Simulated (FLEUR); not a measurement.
A self-consistent single point of Zr (P6_3/mmc, 2 atoms in the cell) with FLEUR.

Method of the run: PBE, all-electron FLAPW (FLEUR), scalar-relativistic valence.

The change in words: lattice scaled by 0.98. Reference geometry:
```xyz
2
Lattice="3.2091 0.0000 0.0000 -1.6046 2.7792 0.0000 0.0000 0.0000 5.1241" Properties=species:S:1:pos:R:3 pbc="T T T"
Zr     0.0000     1.8528     1.2810
Zr     1.6046     0.9264     3.8431
```

Reference input (self-consistent single point, DFT, PBE, all-electron FLAPW (FLEUR), scalar-relativistic valence): Kmax = 3.8 1/bohr; GmaxXC = 13.3 1/bohr; xcFunctional = pbe; jspins = 1; l_soc = F; mode = gauss; fermiSmearingEnergy = 0.00499791 Htr; mesh (inpgen div1-3) = 16 16 9; inpgen gamma flag = true; Gmax = 13.3 1/bohr; numbands = 0; maxIterBroyd = 15. This run's input differs from it in these lines:

```diff
@@ -3,5 +3,5 @@
 &input film=f /
-3.2091047382 0.0000003107 0.0000000000
--1.6045526382 2.7791660713 0.0000000000
-0.0000000000 0.0000000000 5.1241180000
+3.1449228782 0.0000002783 0.0000000000
+-1.5724616801 2.7235829663 0.0000000000
+0.0000000000 0.0000000000 5.0216360000
 1.8897261246
@@ -43,5 +43,5 @@
          <bravaisMatrix>
-            <row-1>    6.0643290603541837     0.0000005871379069     0.0000000000000000</row-1>
-            <row-2>   -3.0321650387023915     5.2518627295375566     0.0000000000000000</row-2>
-            <row-3>    0.0000000000000000     0.0000000000000000     9.6831796501331020</row-3>
+            <row-1>    5.9430429227867636     0.0000005259107805     0.0000000000000000</row-1>
+            <row-2>   -2.9715219168173777     5.1468258839326708     0.0000000000000000</row-2>
+            <row-3>    0.0000000000000000     0.0000000000000000     9.4895167374318454</row-3>
          </bravaisMatrix>
```

Output (repeated stretches shortened):

```
 Iteration:     1   Distance:       4.45311261 me/bohr^3
 Iteration:     2   Distance:       4.11845031 me/bohr^3
 Iteration:     3   Distance:       1.49403569 me/bohr^3
 Iteration:     4   Distance:       0.49443050 me/bohr^3
 Iteration:     5   Distance:       0.32207280 me/bohr^3
   [... 3 lines left out ...]
 Iteration:     9   Distance:       0.00047926 me/bohr^3
 Iteration:    10   Distance:       0.00044879 me/bohr^3
 Iteration:    11   Distance:       0.00005705 me/bohr^3
 Iteration:    12   Distance:       0.00000943 me/bohr^3
 Run finished successfully
 Stop message:
   Structural relaxation: Done

[file out, last iteration]
             iter=     13
[...]
          total density-effective poten   -1.1692691611E+04
          total charge density-energy d   -2.2876559808E+02
 Updated energy parameters for spin:           1
[...]
 fermi energy and band-weighting factors:
    0.508118    0.508118    0.600740

[...]
FERMIE:
          first approx. to ef    (T=0)  :   0.424143 htr   (energy of the highest occ. eigenvalue)
          number of occ. states  (T=0)  :       1783
          first approx. to seigv (T=0)  :  -9.232532 htr
          sum of weights of occ. states :  12.007812
          sum of semicore charge        :   0.000000 e
          fermi energy=   0.42371 har   work function= -11.52983 ev
          number of valence electrons=  24.00000
   [... lines left out ...]
          total moment                 =     0.00000
 Direct bandgap for spin            1 :    6.1612813574584147E-003  Htr
   [... lines left out ...]
 ---->    (input%tkb*entropy) TS=              0.0000000000 htr
 ---->    free energy=                     -7198.4278628838 htr
      extrapolation for T->0
 ---->    total electron energy=           -7198.4278628838 htr
 ***** TOTAL FORCES ON ATOMS *****
 TOTAL FORCE FOR ATOM TYPE=  1  X=  2.972   Y= -1.716   Z=  2.372
                       FX_TOT= 0.000000 FY_TOT= 0.000000 FZ_TOT= 0.000000
 Structural relaxation: Done
```

The run converged in 12 iterations. FLEUR gives forces in its relaxation mode, with a further iteration, so its stop message speaks of a relaxation. Against the reference run the total energy rises by 49.5 meV/atom.

The starting cell comes from a database of computed structures (which also holds hypothetical and non-ambient phases and stackings), without a prior relaxation at this level. Its lattice was rescaled by a random factor within 2.5 % of one. For this run, on top of that: lattice scaled by 0.98. Values depend on the basis (sphere radii, cutoffs, local orbitals), which need not be converged. The log's line on a gap gives a spacing of levels on this mesh, which the program prints for metals too.

Cost on one core of a shared machine: roughly 70 s.
